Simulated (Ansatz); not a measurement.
The reference is Ni in the fcc (Cu type) structure (space group Fm-3m, No. 225; a = 3.5188 Å; ferromagnetic).

Structures relaxed with Kohn–Sham DFT with the PBE functional, run in Ansatz (a program for electronic structure) with PAW and 420 eV plane waves, no spin-orbit coupling, earlier PAW set.

Base:

Simulated powder pattern, Cu Kα, λ = 1.54184 Å (kinematic, ideal powder, no thermal factors, no anomalous dispersion; the 10 strongest lines at most, above 2 %, up to 2θ = 90°):

| 2θ (°) | I/Imax (%) | hkl |
|---|---|---|
| 44.60 | 100 | (111) |
| 51.98 | 47 | (200) |
| 76.58 | 26 | (220) |

After one change:

Simulated powder pattern, Cu Kα, λ = 1.54184 Å (kinematic, ideal powder, no thermal factors, no anomalous dispersion; the 10 strongest lines at most, above 2 %, up to 2θ = 90°):

```
2θ (°)  I/Imax (%)
------  ----------
44.74          100
52.14           46
76.85           26
```

Problem. Name the change that was made.
A) pressure 1.8 GPa
B) pressure 60 GPa
C) pressure 4.2 GPa
D) pressure 30 GPa

Solution. A, pressure 1.8 GPa. Its volume per atom is 10.80 Å³ against 10.89 Å³, and its space group is Fm-3m (No. 225).

The magnetic state is the one reached from the starting moments; the real material's order can differ, and small cells can't hold many antiferromagnetic ones. Load acts through the strain it causes; cell and atoms are relaxed under it. Stability against distortions was not tested. No other phases were tried under pressure.
